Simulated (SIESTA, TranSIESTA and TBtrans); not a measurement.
# Ru chain with a Cl atom beside one bond

Junction: Ru chain with a Cl atom beside one bond. Leads: straight Ru chain, spacing 2.25 Å. Geometry: as built, not relaxed.

TranSIESTA and TBtrans, PBE, DZP numerical orbitals (energy shift 0.15 eV), PseudoDojo norm-conserving scalar-relativistic potentials, mesh cutoff 200 Ry, 300 K, spin-polarised (collinear), no spin-orbit coupling; self-consistent non-equilibrium Green functions.

Conductance at 300 K (G0 = 2e²/h): 3.56
Mean T from −0.5 to 0.5 eV: 3.62
Spin polarisation of the conductance, (up − down)/(up + down): -0.20

Energies count from the leads' Fermi level. Transmissions are for each spin. The energy step is 0.01 eV; narrower resonances are cut or missed.

```
E (eV)  T up  T down  lead channels up       down
------  ----  ------  ----------------  ---------
-2.00   2.96    2.89                 3          3
-1.80   2.98    2.91                 3          3
-1.60   3.92    2.94                 6          3
-1.40   3.92    2.96                 6          3
-1.20   3.90    2.98                 6          3
-1.00   3.89    3.01                 6          4
-0.80   4.23    3.55                 6          4
-0.60   4.35    3.85                 6  band edge
-0.40   3.17    4.33                 4          6
-0.20   2.80    4.60                 4          6
0.00    2.86    4.25                 4          6
0.20    2.88    4.02                 4          6
0.40    2.87    4.09                 4          6
0.60    2.86    3.91                 4          6
0.80    2.83    2.64                 4          4
1.00    2.73    2.93                 4          4
1.20    2.09    2.94                 3          4
1.40    2.02    2.94                 3          4
1.60    2.04    2.94                 3          4
1.80    0.62    2.93                 1          4
2.00    0.92    2.03                 1          3
```

The magnetic order of the leads was set by the start, and no other order was tried; the separate lead runs end at 1.33 (left) and 1.33 (right) μB an atom. The straight chain is held at its spacing; free chains may zigzag or dimerise.
